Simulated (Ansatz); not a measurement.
# BeS: response to strain

The parent structure is BeS in the zinc blende structure (space group F-43m, No. 216; a = 4.869 Å).

Strains are applied to the cell and any free atomic positions relax.

Method: Kohn–Sham DFT with the r2SCAN functional, run in Ansatz (a program for electronic structure) with PAW and 500 eV plane waves, without spin-orbit coupling.

Candidates:
(a) isotropic strain −1.00 %
(b) isotropic strain −2.50 %
(c) isotropic strain −2.00 %
(d) isotropic strain −0.50 %

For the base:

| Item | Result |
|---|---|
| Band gap | 3.59 eV |

Question: Order them by band gap, lowest first.

Answer: (b) isotropic strain −2.50 % (3.41 eV), (c) isotropic strain −2.00 % (3.45 eV), (a) isotropic strain −1.00 % (3.52 eV), (d) isotropic strain −0.50 % (3.56 eV)

Whether these cells are dynamically stable was not tested.
